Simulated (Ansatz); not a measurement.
How far PBE and r2SCAN part for ZrSi2, pressure 4.5 GPa

Base system: ZrSi2 (space group Cmcm, No. 63; a = 3.7044 Å, b = 14.7922 Å, c = 3.6789 Å).

(Cell as relaxed with PBE.)

Levels (all Ansatz, a first-principles code, PAW): PBE (420 eV, scalar-relativistic without spin-orbit coupling); r2SCAN (500 eV, without spin-orbit coupling).

Each level relaxes its own structure.

| base | PBE | r2SCAN |
|---|---|---|
| volume per atom | 16.80 Å³ | 16.75 Å³ |
| band gap | zero | zero |

It is then changed as follows: cell and atoms relaxed at a pressure of 4.5 GPa.

```json
[
 {"quantity": "shortest interatomic distance", "PBE": "4.547 bohr", "r2SCAN": "[?]"},
 {"quantity": "band gap", "PBE": "zero", "r2SCAN": "[?]"}
]
```

Problem. What does r2SCAN give?

Solution. 
- shortest interatomic distance, r2SCAN: 4.497 bohr
- band gap, r2SCAN: zero

PBE's shortest interatomic distance lies 0.050 bohr above r2SCAN's (1.1 %); the two agree on the band gap. Neither level is exact; r2SCAN is the comparison here, not a measurement.

Load acts through the strain it causes; cell and atoms are relaxed under it. Whether these cells are dynamically stable was not tested. All final runs are without spin polarisation.
